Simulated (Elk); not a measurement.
Input and output of a self-consistent single point for Ta₂Si (I4/mcm, 6 atoms in the cell) (Elk).

Method: LDA (PW92), spin-orbit coupling in second variation, all-electron FP-LAPW, Elk's shipped species files, default APW+lo basis in Elk.

```yaml
crystal:
  lattice:
    - [-3.08777, 3.08777, 2.52364]
    - [3.08777, -3.08777, 2.52364]
    - [3.08777, 3.08777, -2.52364]
  atoms:
    - { symbol: Ta, position: [0.66359, 0.83641, 0.50000] }
    - { symbol: Ta, position: [0.33641, 0.16359, 0.50000] }
    - { symbol: Ta, position: [0.83641, 0.33641, 0.17282] }
    - { symbol: Ta, position: [0.16359, 0.66359, 0.82718] }
    - { symbol: Si, position: [0.25000, 0.25000, 0.00000] }
    - { symbol: Si, position: [0.75000, 0.75000, 0.00000] }
```

Reference input (self-consistent single point, DFT, LDA (PW92), all-electron FP-LAPW, Elk's shipped species files, default APW+lo basis): stype = 0; swidth = 0.00367493 Ha; ngridk = 7 7 7; maxscl = 100. This run's input differs from it in these lines:

```diff
@@ -2,2 +2,11 @@
   0
+
+spinorb
+  .true.
+
+lmaxi
+  3
+
+nempty
+  10
```

Log, with long lists cut:

```
│ Self-consistent loop started │
│ Loop number : 1 │
 total energy                :     -63018.6530237
 total moment                :   0.2842695311E-19  0.3049581468E-19 -0.9015949375E-19
│ Loop number : 2 │
 total energy                :     -63020.2982756
 total moment                :   0.1821486613E-19 -0.6009509690E-19  0.3413420028E-19
RMS change in Kohn-Sham potential (target) :   0.1143478125     (  0.1000000000E-05)
Absolute change in total energy (target)   :    1.645251957     (  0.1000000000E-03)
│ Loop number : 3 │
 total energy                :     -63031.5493833
   [... lines left out ...]
 total energy                :     -63045.9096981
 total moment                :  -0.2120250536E-19  0.1344282024E-18  0.1586096152E-18
RMS change in Kohn-Sham potential (target) :   0.8143361425E-08 (  0.1000000000E-05)
Absolute change in total energy (target)   :   0.1411938938E-03 (  0.1000000000E-03)
│ Loop number : 16 │
 total energy                :     -63045.9097070
 total moment                :   0.5650342668E-21  0.3743767126E-19  0.1652126824E-18
RMS change in Kohn-Sham potential (target) :   0.5989743033E-08 (  0.1000000000E-05)
Absolute change in total energy (target)   :   0.2648399823E-04 (  0.1000000000E-03)
Convergence targets achieved

│ Loop number : 17 │

Energies :
 Fermi                       :     0.416435666214
 xc effective B-field        :    -0.421382632917E-07
 external B-field            :     -0.00000000000
 total energy                :     -63045.9097064
 (external B-field energy excluded from total)

Density of states at Fermi energy :    71.81207980
 (states/Hartree/unit cell)

Estimated indirect band gap :   0.5123666075E-03
 from k-point      6 to k-point     17
Estimated direct band gap   :   0.1034642352E-01
 at k-point     14

Charges :
 core                        :    204.0000000
 valence                     :    116.0000000
 interstitial                :    9.145212433
 muffin-tins (core leakage)
  species :    1 (Ta)
   atom    1                 :    71.44845184     (  0.4611920232E-06)
   [... lines left out ...]
  species :    2 (Si)
   atom    1                 :  -0.1634820823E-20  0.9811204711E-21 -0.5945608430E-23
   atom    2                 :  -0.1634820823E-20  0.9811204711E-21 -0.5945608430E-23
 total in muffin-tins        :  -0.2243960012E-19 -0.7176806897E-19 -0.1076909340E-18
 total moment                :  -0.2278612350E-19 -0.7282751718E-19 -0.1017119733E-19

│ Self-consistent loop stopped │
```

The run converged in 17 iterations. The count includes the last loop, which Elk runs after its targets are met. 

The starting cell comes from a database of computed structures (which also holds hypothetical and non-ambient phases and stackings), without a prior relaxation at this level. Values depend on the basis (sphere radii, cutoffs, local orbitals), which need not be converged. The log's line on a gap gives a spacing of levels on this mesh, which the program prints for metals too.

Cost on one core of a shared machine: roughly 5 min.
